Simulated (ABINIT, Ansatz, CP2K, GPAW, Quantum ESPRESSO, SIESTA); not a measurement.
# InPd (Pm-3m, 2 atoms in the cell) computed with different codes at matched settings

Self-consistent single point, at a second geometry (lattice scaled by 0.98). First geometry:

```xyz
2
Lattice="3.3311 0.0000 0.0000 0.0000 3.3311 0.0000 0.0000 0.0000 3.3311" Properties=species:S:1:pos:R:3 pbc="T T T"
In     0.0000     0.0000     0.0000
Pd     1.6656     1.6656     1.6656
```

Shared settings, as Ansatz (a quantum-chemistry and plane-wave program) writes them: kpoints.mp_grid.grid = 10 10 10; scf.occupations.method = gaussian; scf.occupations.width = 0.02 Ry. Potentials and cutoffs stand in the table.

```tsv
code	model	ΔF from the first geometry (meV/atom)	pressure (GPa)	cutoff
Quantum ESPRESSO	PBE, SSSP 1.1.2 efficiency (PBE) pseudopotentials	7.5	4.69	60 Ry
SIESTA	GGA PBE, numerical atomic orbitals DZP, PseudoDojo PBE standard norm-conserving potentials (rewritten from UPF to PSML)	6.5	4.51	grid 300 Ry
GPAW	PBE, GPAW PAW datasets PBE (gpaw-data 1.0.1)	5.2	4.28	550 eV
CP2K	PBE, GPW, TZVP-MOLOPT-SR-GTH basis, GTH-PBE potentials (GTH_POTENTIALS)	14.8	6.11	grid 500 Ry
ABINIT	PBE, PAW (JTH v2.0 PBE PAW)	7.3	4.62	653 eV
Ansatz	PBE, default PAW files	7.1	4.72	30.9 Ry
```

On Ansatz's run: spin polarisation is off.

The spread over the programs that give each value: ΔF from the first geometry within 9.6 meV/atom; pressure within 1.83 GPa.

SIESTA and CP2K use small atom-centred bases, whose incompleteness enters pressures, forces and empty levels differently from a plane-wave cutoff. Ansatz's pressure is given at a fixed set of plane waves, as the other plane-wave codes print theirs; with its correction for the finite basis it is 4.81 GPa. In the pressure, CP2K (by 1.45) lies more than 1 GPa from the median of the plane-wave programs.

The starting cell comes from a database of computed structures (which also holds hypothetical and non-ambient phases and stackings), without a prior relaxation at this level. Its lattice was rescaled by a random factor within 2.5 % of one. For this run, on top of that: lattice scaled by 0.98.

Left out of this page: Elk and FLEUR (not drawn, or without a comparable value).

Keys are those of Ansatz 0.2.
